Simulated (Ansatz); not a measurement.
For Mo₃Si (Pm-3n), PBEsol, DFPT electron-phonon coupling, linearised Boltzmann equation run with Ansatz (a quantum-chemistry and plane-wave program) gives a transport coupling λ_tr = 0.391 and a Drude plasma energy ħω_p = 5.58 eV.

Task: Estimate the resistivity at 300 K from the high-temperature formula ρ = 2π λ_tr k_B T / (ħ ε₀ ω_p²), and say how the full Boltzmann solution compares.

Result: The scattering rate is 1/τ = 2π λ_tr k_B T/ħ = 9.65e13 s⁻¹ and ω_p = 8.48e15 s⁻¹, so ρ ≈ 15.2 μΩ·cm. The Boltzmann solution gives 13.7 μΩ·cm, 0.91 times the estimate.

A metal at this level (no band gap). Only scattering by harmonic phonons is included (no impurities, grain boundaries, electron-electron scattering or thermal expansion). Spin-orbit coupling is left out. Halving the electron mesh (20x20x20) moves the resistivity by up to 9 % at 300 K, the coupling by up to 4 %. Smearing 0.20 eV; phonons on a 3x3x3 q mesh, which this run doesn't test.

Formula and space group known from diffraction (Crystallography Open Database), not checked to be the room-temperature form: Mo3Si (Pm-3n).
